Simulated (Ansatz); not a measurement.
End structure of the (111) surface of litharge SnO in its 1x1 cell (cut with top plane Sn, bottom plane Sn), relaxed from an ideal cut (the real face may reconstruct), outermost plane spacing 1.15 Å in the ideal cut (one of several cuts of this face), with 2 Sn a cell over the bulk's ratio, from a spin-polarised start:

```yaml
crystal:
  lattice:
    - [5.42396, 0.00000, 0.00000]
    - [2.71198, 5.47877, 0.00000]
    - [0.00000, 0.00000, 27.00000]
  atoms:
    - { symbol: Sn, position: [0.11958, 0.26084, 0.30729] }
    - { symbol: Sn, position: [0.79024, 0.91952, 0.34954] }
    - { symbol: O, position: [0.38327, 0.23621, 0.37003] }
    - { symbol: O, position: [0.88052, 0.23621, 0.37003] }
    - { symbol: Sn, position: [0.47243, 0.55514, 0.39270] }
    - { symbol: Sn, position: [0.15822, 0.18355, 0.43695] }
    - { symbol: O, position: [0.75485, 0.48837, 0.45684] }
    - { symbol: O, position: [0.25678, 0.48837, 0.45684] }
    - { symbol: Sn, position: [0.84901, 0.80198, 0.47630] }
    - { symbol: Sn, position: [0.53843, 0.42314, 0.52370] }
    - { symbol: O, position: [0.13066, 0.73675, 0.54316] }
    - { symbol: O, position: [0.63259, 0.73675, 0.54316] }
    - { symbol: Sn, position: [0.22922, 0.04156, 0.56305] }
    - { symbol: Sn, position: [0.91501, 0.66998, 0.60730] }
    - { symbol: O, position: [0.50692, 0.98890, 0.62997] }
    - { symbol: O, position: [0.00417, 0.98890, 0.62997] }
    - { symbol: Sn, position: [0.59720, 0.30560, 0.65046] }
    - { symbol: Sn, position: [0.26786, 0.96428, 0.69271] }
```

Slab: 18 atoms, O8Sn10, 10.6 Å thick at the start; k 5x5x1, smearing 0.025 eV, dipole-corrected; all atoms relaxed; symmetry of the start imposed; spin-polarised from one start with parallel moments (other orders not tried), no spin-orbit, no U. The slab shows no gap over 0.04 eV on its mesh. The starting moment vanished.

Question: Give the work function of the top face at the level PBE with D3(BJ) dispersion run with Ansatz (an electronic-structure program).

Answer: 3.79 eV
